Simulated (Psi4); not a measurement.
Psi4 1.11, unrestricted HF/def2-svp: Be(Cl)2 cation ([Cl][Be][Cl]), charge +1, multiplicity 2, 3 atoms. The geometry is a generated start, not checked to be a minimum at this level.

| Item | Value |
|---|---|
| task | energy |
| method | scf |
| basis | def2-svp |
| memory | 3 GB |
| maxiter | 100 |
| keys of the molecule block | symmetry c1 |
| scf_type | df (default) |
| diis_max_vecs | 10 (default) |
| e_convergence | 1e-06 (default) |
| d_convergence | 1e-06 (default) |
| basis functions | 45 |

```xyz
3

Be    -0.0014     0.0009    -0.0008
Cl     1.2640     0.3074    -1.1879
Cl    -1.2626    -0.3082     1.1887
```

Charge 1 and multiplicity 2 are set for this test and not shown to be the ground state.

With the defaults (guess = auto, which took SAD, damping_percentage = 0, diis = true, scf_initial_accelerator = adiis, level_shift = 0, level_shift_cutoff = 0.01) it converges in 11 SCF iterations. One run each on 2 threads, with these changes:
- guess = sap
- damping_percentage = 60, diis = false, scf_initial_accelerator = none
- level_shift = 0.1, level_shift_cutoff = 0.001
- damping_percentage = 20
- guess = sadno
- guess = huckel
- damping_percentage = 60
- guess = sapgau
- guess = modhuckel

Which runs fail or end elsewhere than the default run?

No convergence: damping_percentage = 60 (the run ends without SCF convergence in 100 iterations). Another solution: guess = sadno (2800 meV higher, <S²> 0.76 against 0.82); guess = huckel (2400 meV higher, <S²> 0.79 against 0.82); guess = modhuckel (2400 meV higher, <S²> 0.79 against 0.82); damping_percentage = 60, diis = false, scf_initial_accelerator = none (250 meV lower, <S²> 0.76 against 0.82). The rest reach the solution of the defaults.

```csv
setting,SCF iterations,end
the defaults,11,same solution
"level_shift = 0.1, level_shift_cutoff = 0.001",11,same solution
guess = sap,12,same solution
guess = sapgau,12,same solution
damping_percentage = 20,49,same solution
guess = huckel,14,"other solution, 2400 meV higher, <S²> 0.79 against 0.82"
guess = modhuckel,14,"other solution, 2400 meV higher, <S²> 0.79 against 0.82"
guess = sadno,16,"other solution, 2800 meV higher, <S²> 0.76 against 0.82"
"damping_percentage = 60, diis = false, scf_initial_accelerator = none",68,"other solution, 250 meV lower, <S²> 0.76 against 0.82"
damping_percentage = 60,100,no convergence
```
